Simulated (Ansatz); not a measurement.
Input:

```xyz
2
Lattice="4.5668 0.0000 0.0000 2.2834 3.9550 0.0000 2.2834 -1.3183 3.8054" Properties=species:S:1:pos:R:3 pbc="T T T"
Sn     0.0000     0.0000     0.0134
Sn     4.5668     0.0000     2.8407
```

No spin polarisation.

Method: PBEsol/PAW in Ansatz (an electronic-structure program), no spin-orbit coupling. k-mesh 15×15×15 (Γ-centred); smearing 0.1 eV (Fermi–Dirac).

Predict the band gap, pressure and space group.


- Band gap = zero
- Pressure (mean of the normal stresses, compression positive) = 0.8 GPa
- Space group = R-3m (No. 166)

The cells carry an imposed strain or load. No phonon test of stability was made. The cell was made from Sn in the diamond structure (space group Fd-3m, No. 227) by this change: biaxial strain −1.25 %, plane normal [111], relaxed out of plane.
